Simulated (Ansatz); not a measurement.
A. BAs (zinc blende, F-43m)
B. BP (zinc blende, F-43m)
C. CuI in the zinc blende structure
D. ZnS in the zinc blende structure

**Question.** Rank these crystals by volume expansion coefficient at 300 K, lowest first, as quasi-harmonic lattice dynamics on DFT at the LDA level (Ansatz, a quantum-chemistry and plane-wave program) gives it.

**Answer.** B (8.8 × 10⁻⁶ K⁻¹), A (12.1 × 10⁻⁶ K⁻¹), D (19.5 × 10⁻⁶ K⁻¹), C (41.1 × 10⁻⁶ K⁻¹)

 Spin-orbit coupling is not included.

Whether this phase is the stable one at each condition was not tested.

The PAW data sets were generated under PBE and serve the other functionals too.
